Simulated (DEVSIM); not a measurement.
Device: Au/SiON/n-Ge capacitor, at 400 K.

Layer 1 from the left is SiON, thickness (nm) 8.40. Layer 2 from the left is Ge, thickness (nm) 1100, Nd (cm⁻³) 2.7e17.

Metal gate on the left, work function 5.1 eV. Fixed charge at the semiconductor interface -1.3e11 cm⁻² (in units of +e); interface traps 2.8e11 cm⁻² eV⁻¹, uniform in energy, neutral level at 0.3 of the gap above the valence band.

The device is made up for the run: typed textbook-type constants, with dimensions and the other settings drawn at random. Values at 300 K; Nc and Nv go as T^1.5, mobilities as T to minus their exponent, the gap by Varshni's rule with the affinity fixed.

SiON: gap (eV) 7, affinity (eV) 1.4, permittivity 5.5. Ge: gap (eV) 0.664, affinity (eV) 4, permittivity 16, Nc (cm⁻³) 1.04e19, Nv (cm⁻³) 6e18, Varshni α (eV/K) 0.000477, Varshni β (K) 235.

DEVSIM, 1D Poisson equation in equilibrium, Boltzmann statistics, complete ionisation; no quantum confinement or tunnelling. Metal contacts follow the ideal Schottky-Mott rule: no Fermi-level pinning, no interface dipoles.

Question: What does the simulation give for the flat-band voltage, the minimum of the low-frequency capacitance, the threshold voltage (band bending 2φF)?

Answer: flat-band voltage 1.02 V; minimum of the low-frequency capacitance 0.247 μF/cm²; threshold voltage (band bending 2φF) 0.27 V.
